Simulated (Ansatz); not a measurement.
Band structure of Ag2O2Ni (R-3m, 5 atoms in the cell).

```
CELL_PARAMETERS angstrom
      1.45745     0.84146     8.03067
     -1.45745     0.84146     8.03067
      0.00000    -1.68292     8.03067
ATOMIC_POSITIONS crystal
  Ag 0.21370 0.21370 0.21370
  Ag 0.78630 0.78630 0.78630
  O  0.37620 0.37620 0.37620
  O  0.62380 0.62380 0.62380
  Ni 0.00000 0.00000 0.00000
```
Moments meant for the start (each program seeds them in its own way; μB, in the order of the atoms Ag Ag O O Ni): 0.0 0.0 0.0 0.0 2.0.

Method: r2SCAN+U, default PAW files made with PBE (plane waves; Ansatz, a quantum-chemistry and plane-wave program).

Settings: basis.ecutwfc = 36.7 Ry; kpoints.mp_grid.grid = 7 7 7; hamiltonian.xc = r2scan; hamiltonian.pseudopotentials = {kind: paw} (the program's default PAW files); hamiltonian.hubbard.sites = [{species: Ni, l: d, u_eff: 6.2}] eV; magnetization.spin_polarized = true; scf.occupations.method = fermi_dirac; scf.occupations.width = 0.0073 Ry; kpoints.band_path.path = [[0.0, 0.0, 0.0], [0.5, 0.0, 0.0], [0.5, 0.173986, -0.173986]]; kpoints.band_path.npoints = 10.

The starting cell comes from a database of published, mostly measured structures (it also holds non-ambient and calculated ones), without a prior relaxation at this level. With one magnetic atom in the cell only a parallel order is possible. With U or open f shells several self-consistent states can exist. The cutoff lies below the one recommended for these files.

These are the values that this program gave, and no reference: magnets with a U can end in a higher state.

Levels in eV from the Fermi level, bands 31 to 38 of the first spin channel:
| point | 31 | 32 | 33 | 34 | 35 | 36 | 37 | 38 |
|---|---|---|---|---|---|---|---|---|
| Γ | -2.85 | -2.42 | -0.87 | -0.87 | 0.53 | 0.53 | 3.59 | 5.23 |
| L | -2.49 | -1.73 | -1.56 | -0.24 | 0.39 | 2.66 | 3.36 | 7.27 |
| B1 | -2.19 | -2.03 | -1.89 | -0.25 | -0.11 | 4.98 | 5.30 | 6.27 |

Bands cross the Fermi level along this path, so the cell is metallic at this level.

The net moment of the cell came out as 1.25 μB.

Keys are those of Ansatz 0.2.
